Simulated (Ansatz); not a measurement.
Base system: PbTe in the rock salt structure (space group Fm-3m, No. 225).

```yaml
crystal:
  lattice:
    - [0.00000, 3.18980, 3.18980]
    - [3.18980, 0.00000, 3.18980]
    - [3.18980, 3.18980, 0.00000]
  atoms:
    - { symbol: Te, position: [0.50000, 0.50000, 0.50000] }
    - { symbol: Pb, position: [0.00000, 0.00000, 0.00000] }
```

Cartesian axes are those of the cell as printed.

Calculations: DFT with LDA, PAW potentials and a 420 eV plane-wave cutoff in Ansatz (a first-principles code), no spin-orbit coupling.

Before the change:

| Quantity | Value |
|---|---|
| Pressure | 0.00 GPa |

One thing is altered: uniaxial strain ε_zz = +1.00 %, all other strain components held at zero; the atoms relax in the strained cell.

Task: How does this affect the energy relative to the base?

Result: The energy increases by 1.3 meV/atom.

Task: What happens to the pressure?

Result: The pressure (mean of the normal stresses, compression positive) goes from zero to -0.46 GPa.

No phonon test of stability was made.
